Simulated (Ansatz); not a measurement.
The structure below was relaxed with PBEsol in Ansatz (plane waves to 420 eV, PAW, no spin-orbit coupling), at pressure −2 GPa.

Space group I4/mmm (No. 139); a = b = 3.947 Å, c = 10.325 Å, α = β = γ = 90.00°

```json
[
 {"atom": "Ca", "site": "2b", "symmetry": "4/mmm", "x": "0.0000", "y": "0.0000", "z": "0.5000"},
 {"atom": "Fe", "site": "4d", "symmetry": "-4m2", "x": "0.0000", "y": "0.5000", "z": "0.2500"},
 {"atom": "As", "site": "4e", "symmetry": "4mm", "x": "0.0000", "y": "0.0000", "z": "0.1382"}
]
```

### Question
Write out a cell with all atoms.

### Answer
```
CaFe2As2
1.0
    3.94691     0.00000     0.00000
    0.00000     3.94691     0.00000
    0.00000     0.00000    10.32535
Ca Fe As
2 4 4
Direct
  0.50000   0.50000   0.00000
  0.00000   0.00000   0.50000
  0.00000   0.50000   0.25000
  0.50000   0.00000   0.25000
  0.50000   0.00000   0.75000
  0.00000   0.50000   0.75000
  0.50000   0.50000   0.36184
  0.00000   0.00000   0.13816
  0.00000   0.00000   0.86184
  0.50000   0.50000   0.63816
```
This is the conventional cell.

Load acts through the strain it causes; cell and atoms are relaxed under it. No phonon test of stability was made. All final runs are without spin polarisation. The cell was made from CaFe2As2 (space group I4/mmm, No. 139; non-magnetic; a cell from a computed database, its experimental status unchecked) by this change: pressure −2 GPa.

Ansatz is an electronic-structure program.
